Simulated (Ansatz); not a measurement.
A relaxation of cell and atoms of Li2HfO3 (C2/m, 6 atoms in the cell) with Ansatz (a quantum-chemistry and plane-wave program).

Method of the run: PBEsol, default PAW files made with PBE (plane waves; Ansatz).

The change in words: atoms on their sites; basis.ecutwfc: 420 eV → 295 eV; relax: default → cell and atoms. Reference geometry:
```
CELL_PARAMETERS angstrom
      4.80618    -2.09009     0.00000
      4.80618     2.09009     0.00000
     -0.06897     0.00000     3.19758
ATOMIC_POSITIONS crystal
  Li 0.65680 0.65680 0.52283
  Li 0.34331 0.34331 0.49281
  Hf 0.00000 0.00000 0.00000
  O  0.85976 0.85976 0.49067
  O  0.14024 0.14024 0.50933
  O  0.50000 0.50000 0.00000
```

Reference input (self-consistent single point, DFT, PBEsol, plane waves, default PAW files made with PBE): basis.ecutwfc = 420 eV; kpoints.mp_grid.grid = 6 6 7; hamiltonian.xc = pbesol; hamiltonian.pseudopotentials = {kind: paw} (the program's default PAW files); scf.occupations.method = fermi_dirac; scf.occupations.width = 0.02 eV. This run's input differs from it in these lines:

Ansatz 0.2 input:
```diff
@@ -7,3 +7,3 @@
   atoms:
-    - { symbol: Li, position: [0.656802, 0.656802, 0.522827] }
+    - { symbol: Li, position: [0.656690, 0.656690, 0.507190] }
     - { symbol: Li, position: [0.343310, 0.343310, 0.492810] }
@@ -14,3 +14,3 @@
 basis:
-  ecutwfc: 420.0 eV
+  ecutwfc: 295.0 eV
 kpoints:
@@ -22,2 +22,4 @@
   occupations: { method: fermi_dirac, width: 0.02 eV }
+relax:
+  cell: {}
 output:
```

Output (repeated stretches shortened):

```
   [... SCF lines of the steps left out ...]
relax step   1: F+E_penalty+E_count = -17694.11917662 eV  Δ(F+E_penalty+E_count) = +0.000e0 eV  max|allowed force component| = 4.398e-2 eV/Å  Δτ_max = 0.0000 Å  P = -2.202 GPa  Ω = 64.242 Å³  (7 SCF iters, dr2 threshold 1.00e-7 eV, accepted)
relax step   2: F+E_penalty+E_count = -17694.24625635 eV  Δ(F+E_penalty+E_count) = -1.271e-1 eV  max|allowed force component| = 8.558e-2 eV/Å  Δτ_max = 0.0011 Å  P = +1.234 GPa  Ω = 63.485 Å³  energy of the carried Pulay correction = +1.246e-1 eV  [...]
   [... lines left out ...]
relax step  17: F+E_penalty+E_count = -17694.13135986 eV  Δ(F+E_penalty+E_count) = -2.339e-3 eV  max|allowed force component| = 1.742e-4 eV/Å  Δτ_max = 0.0008 Å  P = +0.004 GPa  Ω = 63.067 Å³  energy of the carried Pulay correction = +2.332e-3 eV  [...]
relax step  18: F+E_penalty+E_count = -17694.12860168 eV  Δ(F+E_penalty+E_count) = +2.758e-3 eV  max|allowed force component| = 5.253e-4 eV/Å  Δτ_max = 0.0000 Å  P = -0.001 GPa  Ω = 63.067 Å³  stress off target by 4.58e-2 GPa  SCF on the basis [...]
basis re-selected at this cell: Δ(F+E_penalty+E_count) = +2.758e-3 eV, ΔP = -0.005 GPa vs the last step
the relaxation is at rest under the 4 symmetry operations that the run kept from its start: a minimum is not shown …
Stability not checked: this state was not tested for a lower state beside it, because too few of the mixer's solves of this state at the end of the SCF gave a …
Free energy (F): -17694.128602 eV
Internal energy: -17694.128602 eV  (E = F + TS)
   [... lines left out ...]
Fermi energy:    10.373886 eV
  cell:  # Å, volume = 63.0666 Å³
   [... lines left out ...]
    - { symbol: Li, position: [0.3430842483379345, 0.3430842483379345, 0.49362659957061883] }
    - { symbol: Hf, position: [3.2390968288989516e-21, 3.2390968288989516e-21, -7.063945587670613e-21] }
    - { symbol: O, position: [0.8587112493750764, 0.8587112493750764, 0.49121799291564905] }
    - { symbol: O, position: [0.14128875062492338, 0.14128875062492338, 0.5087820070843507] }
    - { symbol: O, position: [0.5, 0.5, 0.0] }
```

The run converged. 

Summary of the result:
Free energy E − TS (on the zero of these files): -17694.1286 eV
Top of the valence band (on the code's own zero): 8.29 eV
Gap on the k-point mesh: 4.15 eV
Pressure: 0.00 GPa
Final cell: a = b = 5.1934 Å, c = 3.1815 Å, α = β = 91.05°, γ = 47.32°
Final volume per atom: 10.51 Å³
Relaxation steps: 18

The starting cell comes from a database of computed structures (which also holds hypothetical and non-ambient phases and stackings), without a prior relaxation at this level. Its lattice was rescaled by up to half a per cent. Spin-orbit coupling is off. The relaxation keeps the symmetry of its start, so its end need not be a minimum. Ansatz's pressure includes its estimate of the finite-basis (Pulay) stress. Without the estimate this run gives -26.64 GPa. The cutoff lies below the one recommended for these files.

Cost on one core of a shared machine: roughly 70 s.
